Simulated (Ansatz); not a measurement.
# Response to strain in InP

The reference is InP in the zinc blende structure (space group F-43m, No. 216; a = 5.8269 Å).

Strains are applied to the cell and any free atomic positions relax.

Level of theory: LDA (Ansatz, an electronic-structure program, PAW, scalar-relativistic without spin-orbit coupling).

```json
[
 {"case": "base", "electron mass": "0.046 mₑ (at Γ)", "shortest interatomic distance": "2.523 Å"},
 {"case": "isotropic strain −3.00 %", "electron mass": "0.079 mₑ (at Γ)", "shortest interatomic distance": "2.447 Å"},
 {"case": "isotropic strain −2.50 %", "electron mass": "0.074 mₑ (at Γ)", "shortest interatomic distance": "2.460 Å"},
 {"case": "isotropic strain −2.00 %", "electron mass": "___", "shortest interatomic distance": "2.473 Å"},
 {"case": "isotropic strain −1.50 %", "electron mass": "0.063 mₑ (at Γ)", "shortest interatomic distance": "2.485 Å"},
 {"case": "isotropic strain −0.50 %", "electron mass": "___", "shortest interatomic distance": "2.511 Å"},
 {"case": "isotropic strain +1.00 %", "electron mass": "___", "shortest interatomic distance": "2.548 Å"},
 {"case": "isotropic strain +1.50 %", "electron mass": "___", "shortest interatomic distance": "2.561 Å"},
 {"case": "isotropic strain +2.00 %", "electron mass": "–", "shortest interatomic distance": "2.574 Å"},
 {"case": "isotropic strain +2.50 %", "electron mass": "–", "shortest interatomic distance": "2.586 Å"}
]
```

Fill in the withheld entries from the trend.


- isotropic strain −2.00 %, electron mass: 0.068 mₑ (at Γ)
- isotropic strain −0.50 %, electron mass: 0.052 mₑ (at Γ)
- isotropic strain +1.00 %, electron mass: 0.034 mₑ (at Γ)
- isotropic strain +1.50 %, electron mass: 0.028 mₑ (at Γ)

The levels and masses belong to the bands next to the band gap. Masses are band curvatures over ±0.01 Å⁻¹ around the edge. No phonon test of stability was made.
